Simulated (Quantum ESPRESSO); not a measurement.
Several settings converged on Sb₂Os (Pm, 6 atoms in the cell)

```yaml
crystal:
  lattice:
    - [5.94749, 0.00000, 0.00000]
    - [0.00000, 3.23339, 0.00000]
    - [0.00000, 0.00000, 6.70333]
  atoms:
    - { symbol: Sb, position: [0.32655, 0.50000, 0.14150] }
    - { symbol: Sb, position: [0.68186, 0.50000, 0.85850] }
    - { symbol: Sb, position: [0.81814, 0.00000, 0.35850] }
    - { symbol: Sb, position: [0.18186, 0.00000, 0.64150] }
    - { symbol: Os, position: [0.50000, 0.50000, 0.50000] }
    - { symbol: Os, position: [0.00000, 0.00000, 0.00000] }
```

Base method: LDA (PZ), GBRV 1.5 ultrasoft (LDA) pseudopotentials (plane waves; Quantum ESPRESSO 7.5).

Base settings: ecutwfc = 40 Ry; ecutrho = 320 Ry; occupations = smearing; smearing = fd; degauss = 0.0036749 Ry; potentials = {Sb: sb_lda_v1.4.uspp.F.UPF, Os: os_lda_v1.2.uspp.F.UPF}; K_POINTS = automatic 2 3 2 0 0 0; conv_thr = 1e-10 Ry; mixing_beta = 0.7.

The count of work is k-points × plane waves × bands × iterations; it is no time. 

**Shifted k-point meshes**

Only quantities that move along the ladder and can be compared are tabulated.

| K_POINTS | free energy less the last step's (meV/atom) | pressure (GPa) | largest difference of a force vector from the last step's (eV/Å) | count of work / last |
|---|---|---|---|---|
| automatic 1 2 1 1 1 1 | 649.81 | -3.28 | 0.446 | 0.013 |
| automatic 2 3 2 1 1 1 | 36.01 | -3.90 | 0.094 | 0.044 |
| automatic 3 4 2 1 1 1 | -10.07 | -3.52 | 0.036 | 0.067 |
| automatic 3 6 3 1 1 1 | -1.58 | -3.66 | 0.010 | 0.17 |
| automatic 4 7 4 1 1 1 | -0.10 | -3.64 | 0.002 | 0.35 |
| automatic 6 11 5 1 1 1 | 0.00 | -3.63 | 0.000 | 1.0 |

Coarsest K_POINTS that holds the free energy within 0.5 meV/atom of the last step, with all finer ones: automatic 4 7 4 1 1 1, at 0.35 of the last step's count of work; the step before is off by 1.6 meV/atom.

Coarsest K_POINTS that holds the pressure within 0.1 GPa of the last step, with all finer ones: automatic 3 6 3 1 1 1, at 0.17 of the last step's count of work; the step before is off by 0.11 GPa.

Coarsest K_POINTS that holds the forces within 0.02 eV/Å of the last step, with all finer ones: automatic 3 6 3 1 1 1, at 0.17 of the last step's count of work; the step before is off by 0.036 eV/Å.

**The SCF threshold**

The mesh stays at the base's, so the ladder's end is converged at best in this setting alone.

Only quantities that move along the ladder and can be compared are tabulated; the gap is left out on so coarse a mesh.

```csv
conv_thr,free energy less the last step's (meV/atom),largest difference of a force vector from the last step's (eV/Å),count of work / last
0.0073 Ry,0.87,0.389,0.33
7.3e-05 Ry,0.10,0.365,0.39
7.3e-07 Ry,0.00,0.014,0.61
7.3e-09 Ry,0.00,0.002,0.72
1e-10 Ry,0.00,0.000,0.83
7.3e-12 Ry,0.00,0.000,0.89
7.3e-14 Ry,0.00,0.000,1.0
```

Coarsest conv_thr that holds the forces within 0.005 eV/Å of the last step, with all finer ones: 7.3e-09 Ry; the step before is off by 0.014 eV/Å.

Coarsest conv_thr that holds the free energy within 0.5 meV/atom of the last step, with all finer ones: 7.3e-05 Ry, at 0.39 of the last step's count of work; the step before is off by 0.87 meV/atom.

On the base run: the starting cell comes from a database of computed structures (which also holds hypothetical and non-ambient phases and stackings), without a prior relaxation at this level. Its lattice was rescaled by up to half a per cent. One atom was moved a little off its site on purpose. In the base run, with a pressure of about -4 GPa the cell is away from its equilibrium volume at this level.
